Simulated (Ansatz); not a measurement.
## A computed series for ZnS: pressure series

The reference is ZnS in the zinc blende structure (space group F-43m, No. 216).

Space group F-43m (No. 216); a = b = c = 5.443 Å, α = β = γ = 90.00°

```tsv
atom	site	symmetry	x	y	z
Zn	4a	-43m	0.0000	0.0000	0.0000
S	4d	-43m	0.7500	0.7500	0.7500
```
(The calculation used a cell of 2 atoms; values per cell refer to that cell.)

Cell and atoms are relaxed at each pressure.

Level of theory: PBE in Ansatz (plane waves to 420 eV, PAW, no SOC).

Notes on the quantities. hole mass: degenerate bands, along [100]; enthalpy: H = E + PV relative to the base's energy.

```csv
change,band gap,hole mass,lattice parameter a,gap character,enthalpy
base,2.02 eV,"0.18, 0.72, 0.72 mₑ (at Γ)",5.443 Å,direct at Γ,–
pressure −2 GPa,1.88 eV,"0.17, 0.75, 0.75 mₑ (at Γ)",5.499 Å,direct at Γ,-0.26 eV/atom
pressure −1 GPa,1.95 eV,"0.18, 0.73, 0.73 mₑ (at Γ)",5.470 Å,direct at Γ,-0.13 eV/atom
pressure 0.9 GPa,2.07 eV,"0.18, 0.71, 0.71 mₑ (at Γ)",5.421 Å,direct at Γ,+0.11 eV/atom
pressure 2.1 GPa,2.14 eV,"0.19, 0.69, 0.69 mₑ (at Γ)",5.392 Å,direct at Γ,+0.26 eV/atom
pressure 4.5 GPa,2.26 eV,"0.19, 0.67, 0.67 mₑ (at Γ)",5.341 Å,direct at Γ,+0.55 eV/atom
pressure 9 GPa,2.47 eV,"0.21, 0.63, 0.63 mₑ (at Γ)",5.260 Å,direct at Γ,+1.07 eV/atom
pressure 15 GPa,[?],[?],[?],direct at Γ,+1.74 eV/atom
pressure 22.5 GPa,2.92 eV,"0.23, 0.55, 0.55 mₑ (at Γ)",5.084 Å,–,+2.52 eV/atom
pressure 30 GPa,2.79 eV,"0.24, 0.52, 0.52 mₑ (at Γ)",5.011 Å,"indirect, Γ → X",+3.28 eV/atom
```

Q: Fill in the withheld entries from the trend.

A: 
- pressure 15 GPa, band gap: 2.70 eV
- pressure 15 GPa, hole mass: 0.22, 0.59, 0.59 mₑ (at Γ)
- pressure 15 GPa, lattice parameter a: 5.172 Å

Load acts through the strain it causes; cell and atoms are relaxed under it. Masses are band curvatures over ±0.01 Å⁻¹ around the edge. Stability against distortions was not tested. Measured, ZnS leaves this structure (for rock salt) near 14.7 GPa (temperature not stated; as listed in Datta, Sujoy, Jana, Debnarayan, arXiv (2020)), on rising pressure, with hysteresis.

Ansatz is an electronic-structure program.
